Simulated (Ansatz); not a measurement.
Start from SnTe in the rock salt structure (space group Fm-3m, No. 225; a = 6.2348 Å). Axes: x, y, z lie along the cube axes.

Computed with Ansatz (a first-principles code) LDA, scalar-relativistic without spin-orbit coupling.

Base values:

The pressure is 0.00 GPa. The shortest interatomic distance is 3.117 Å.

It is then changed as follows: tensor shear ε_xy = +1.43 % (engineering shear γ = 0.0286); the atoms relax in the strained cell.

Problem. What happens to the energy relative to the base?

Solution. The energy goes up by 1.4 meV/atom.

Problem. How does this affect the pressure?

Solution. The pressure (mean of the normal stresses, compression positive) stays 0.00 GPa.

Problem. What happens to the shortest interatomic distance?

Solution. The shortest interatomic distance remains 3.117 Å.

Stability against distortions was not tested.
